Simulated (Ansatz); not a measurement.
## What biaxial strain −3.00 %, plane normal [001], relaxed out of plane does to ZnS

The parent structure is ZnS in the zinc blende structure (space group F-43m, No. 216; a = 5.357 Å). Axes: x, y, z lie along the cube axes.

One thing is altered: biaxial strain −3.00 %, plane normal [001], relaxed out of plane (Cartesian); in-plane vectors clamped, the third vector and the atoms free.

Method: PBEsol (Ansatz, an electronic-structure program), without spin-orbit coupling. Settings: 11×11×11 k-points, 0.05 eV Fermi–Dirac smearing.

```tsv
quantity	base	changed	shift
volume per atom	19.21 Å³	18.72 Å³	-0.49 Å³
shortest interatomic distance	2.319 Å	2.302 Å	-0.0179 Å
energy relative to the base (free energy F)	0 meV/atom	+11 meV/atom	+11 meV/atom
pressure (mean of the normal stresses, compression positive)	-0.1 kbar	20.5 kbar	+20.6 kbar
band gap	2.09 eV	2.09 eV	+0.009 eV
gap character	direct at Γ	direct at Γ	–
electron mass	0.17 mₑ (at Γ)	0.17 mₑ (at Γ)	–
valence-band top at Γ (three highest levels, from the VBM)	0.00, 0.00, 0.00 eV	0.00, 0.00, -0.28 eV	–
valley order (the lowest conduction-band minima on the path, energy above the VBM, named in the base's zone)	Γ 2.09 eV; X along ⟨100⟩ 3.17 eV; L along ⟨111⟩ 3.24 eV	Γ 2.09 eV; X along [010] 2.91 eV; L along [111] 3.12 eV; X along [001] 3.29 eV	–
out-of-plane strain	–	+3.55 %	–
ratio −ε⊥/ε∥	–	1.18	–
mean in-plane stress (compression positive)	–	+3.1 GPa	–
```

Masses are band curvatures over ±0.01 Å⁻¹ around the edge. Whether these cells are dynamically stable was not tested. Labels are those of the standard path for the cell's own space group.
